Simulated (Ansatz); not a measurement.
Defect: Ti-vacancy pair (Ti on one host Zr site, one O site vacant) in monoclinic ZrO2, charge state +2. Method: PBE, PAW (plane waves to 420 eV; Ansatz, a quantum-chemistry and plane-wave program).

Cell of 96 host sites held at the relaxed PBE lattice; the Γ point alone; Fermi-Dirac width 0.01 eV, spin-restricted; finite-size errors left in. Energies are static. The charge state is imposed; whether it is stable for some Fermi level was not computed. Forms of the defect that were not tried may lie lower.

Barriers: single points on a 2×2×2 k-point mesh shifted by half a step at the bands' geometries.

The step: one O atom jumps into the vacancy from a nearby O site (Ti-vacancy distance between ideal sites 2.06 → 2.08 Å). Atoms about the jump, Cartesian Å from the middle of the jump, before and after:

```json
[
 {"atom": "O1", "x0": "-0.21", "y0": "1.16", "z0": "-0.48", "x1": "0.21", "y1": "-1.16", "z1": "0.48"},
 {"atom": "Ti2", "x0": "1.51", "y0": "0.36", "z0": "-0.44", "x1": "1.59", "y1": "-0.06", "z1": "-0.18"},
 {"atom": "O3", "x0": "0.58", "y0": "-0.67", "z0": "-1.90", "x1": "0.63", "y1": "-0.37", "z1": "-1.93"},
 {"atom": "O4", "x0": "-2.24", "y0": "-1.02", "z0": "-1.24", "x1": "-2.18", "y1": "-0.96", "z1": "-1.28"},
 {"atom": "O5", "x0": "2.04", "y0": "-0.90", "z0": "1.15", "x1": "2.55", "y1": "-0.98", "z1": "1.39"},
 {"atom": "O6", "x0": "2.06", "y0": "1.64", "z0": "1.07", "x1": "1.99", "y1": "1.46", "z1": "0.99"},
 {"atom": "Zr7", "x0": "-1.07", "y0": "0.55", "z0": "-2.47", "x1": "-1.10", "y1": "0.51", "z1": "-2.63"},
 {"atom": "O8", "x0": "-0.81", "y0": "2.10", "z0": "2.06", "x1": "-0.75", "y1": "1.94", "z1": "1.86"},
 {"atom": "Zr9", "x0": "-1.78", "y0": "-2.58", "z0": "0.09", "x1": "-1.56", "y1": "-2.46", "z1": "0.13"},
 {"atom": "O10", "x0": "-2.69", "y0": "-0.94", "z0": "1.37", "x1": "-2.67", "y1": "-0.90", "z1": "1.37"},
 {"atom": "O11", "x0": "-0.33", "y0": "-0.58", "z0": "3.09", "x1": "-0.35", "y1": "-0.60", "z1": "3.18"},
 {"atom": "O12", "x0": "-2.59", "y0": "1.68", "z0": "-1.50", "x1": "-2.32", "y1": "1.70", "z1": "-1.40"},
 {"atom": "Zr13", "x0": "-1.55", "y0": "2.75", "z0": "0.16", "x1": "-1.71", "y1": "2.93", "z1": "0.25"},
 {"atom": "Zr14", "x0": "-2.02", "y0": "0.59", "z0": "2.79", "x1": "-2.03", "y1": "0.59", "z1": "2.79"},
 {"atom": "Zr15", "x0": "0.93", "y0": "-2.10", "z0": "2.47", "x1": "0.91", "y1": "-2.01", "z1": "2.40"},
 {"atom": "O16", "x0": "2.44", "y0": "1.67", "z0": "-1.51", "x1": "2.53", "y1": "1.72", "z1": "-1.56"},
 {"atom": "O17", "x0": "2.99", "y0": "-0.91", "z0": "-1.29", "x1": "2.96", "y1": "-0.96", "z1": "-1.17"},
 {"atom": "O18", "x0": "-0.79", "y0": "-3.06", "z0": "1.90", "x1": "-0.77", "y1": "-3.15", "z1": "2.01"},
 {"atom": "O19", "x0": "-3.15", "y0": "1.63", "z0": "1.13", "x1": "-3.22", "y1": "1.66", "z1": "1.15"},
 {"atom": "Zr20", "x0": "-3.84", "y0": "0.15", "z0": "-0.28", "x1": "-3.80", "y1": "0.12", "z1": "-0.27"},
 {"atom": "O21", "x0": "0.14", "y0": "3.91", "z0": "0.45", "x1": "0.13", "y1": "3.80", "z1": "0.36"},
 {"atom": "O22", "x0": "0.13", "y0": "2.02", "z0": "-3.23", "x1": "0.11", "y1": "2.06", "z1": "-3.22"},
 {"atom": "O23", "x0": "-0.34", "y0": "-3.85", "z0": "-0.64", "x1": "-0.33", "y1": "-3.93", "z1": "-0.60"}
]
```

Task: Predict the transition state.

Result: 
```csv
atom,x,y,z
O1,-0.10,0.02,0.13
Ti2,1.57,0.21,-0.28
O3,0.71,-0.45,-2.20
O4,-2.25,-1.01,-1.32
O5,2.31,-0.93,1.30
O6,2.06,1.62,1.09
Zr7,-1.07,0.47,-2.56
O8,-0.82,2.12,2.04
Zr9,-1.73,-2.51,0.09
O10,-2.70,-0.92,1.36
O11,-0.30,-0.55,3.10
O12,-2.38,1.69,-1.40
Zr13,-1.67,2.90,0.25
Zr14,-2.00,0.59,2.78
Zr15,0.96,-2.06,2.47
O16,2.44,1.70,-1.48
O17,2.98,-0.97,-1.24
O18,-0.77,-3.03,1.93
O19,-3.19,1.65,1.15
Zr20,-3.83,0.15,-0.28
O21,0.16,3.80,0.36
O22,0.08,2.08,-3.17
O23,-0.33,-3.84,-0.62
```
It lies 0.82 eV above the start and 0.85 eV above the end. The program found a first-order saddle point.
